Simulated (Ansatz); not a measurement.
Start from ScAl$_{3}$ in the Cu3Au type structure (space group Pm-3m, No. 221; a = 4.087 Å; relaxed with 0.1 eV smearing). Axes: x, y, z lie along the cube axes.

Method: DFT with r2SCAN, PAW potentials and a 500 eV plane-wave cutoff in Ansatz (a program for electronic structure), no spin-orbit coupling, earlier PAW set.

Strains are applied to the cell and any free atomic positions relax; under biaxial strain the out-of-plane vector relaxes too.

One change was made to it. Results:

```tsv
quantity	base	after
energy relative to the base (free energy F)	0 meV/atom	+73 meV/atom
pressure	0.0 GPa	-9.1 GPa
```

Task: Which change produced these results?
(A) biaxial strain −1.17 %, plane normal [001], relaxed out of plane
(B) biaxial strain −1.24 %, plane normal [111], relaxed out of plane
(C) isotropic strain +4.29 %
(D) uniaxial strain ε_yy = +1.50 %
(E) biaxial strain +2.33 %, plane normal [001], relaxed out of plane

Result: C, isotropic strain +4.29 %. For comparison, the energy relative to the base in the other runs: biaxial strain −1.24 %, plane normal [111], relaxed out of plane gives +3.9 meV/atom; uniaxial strain ε_yy = +1.50 % gives +2.3 meV/atom; biaxial strain +2.33 %, plane normal [001], relaxed out of plane gives +12 meV/atom; biaxial strain −1.17 %, plane normal [001], relaxed out of plane gives +3.3 meV/atom.

No phonon test of stability was made. All final runs are without spin polarisation.
